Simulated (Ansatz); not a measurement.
## KI in the rock salt structure (space group Fm-3m, No. 225)

```yaml
crystal:
  lattice:
    - [0.00000, 3.50327, 3.50327]
    - [3.50327, 0.00000, 3.50327]
    - [3.50327, 3.50327, 0.00000]
  atoms:
    - { symbol: I, position: [0.00000, 0.00000, 0.00000] }
    - { symbol: K, position: [0.50000, 0.50000, 0.50000] }
```

The values are results of Ansatz (a first-principles code), PBEsol, PAW, cutoff 420 eV, spin-orbit coupling left out, not measurements. Settings: 8×8×8 k-points, 0.05 eV Fermi–Dirac smearing.

```json
{
 "volume_per_atom": "43.00 Å³",
 "density": "3.21 g/cm³",
 "band_gap": "3.87 eV, direct at Γ",
 "electron_mass": "0.32 mₑ",
 "Hole mass (degenerate bands, along [100])": "0.44, 2.5, 2.5 mₑ",
 "Lowest conduction-band minima above the VBM": "Γ 3.87 eV; X along ⟨100⟩ 4.79 eV",
 "total_energy": "-4475.628 eV/atom (σ→0; compares only within this code and set-up)"
}
```

Spin-orbit coupling, missing from the scalar runs, can matter with I. Masses are band curvatures over ±0.01 Å⁻¹ around the edge. No phonon test of stability was made.
